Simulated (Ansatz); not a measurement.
We consider cubic perovskite BaLiF3, described by BLYP (Ansatz, a program for electronic structure, plane waves, PAW).

Numerical settings: plane-wave cutoff 520 eV, 8×8×8 k mesh, Fermi–Dirac smearing 0.01 eV, scalar-relativistic PAW data made under PBE.

The cell is scaled about its equilibrium volume:

```
V (Å³/atom)  P (GPa)  direct gap at Γ (eV)
-----------  -------  --------------------
12.760          4.63                 6.923
13.031          2.91                 6.882
13.303          1.37                 6.841
13.574          0.00                 6.798
13.846         -1.23                 6.756
14.117         -2.32                 6.713
14.389         -3.30                 6.670
```

A straight line through the gaps at Γ against ln V gives a volume deformation potential dE_g(Γ)/d ln V of -2.1 eV: the gap at Γ widens under compression.

Note: the relaxation could not lower the start's symmetry, so the cell can be a saddle point above a distorted one.

Spin–orbit coupling is not included.
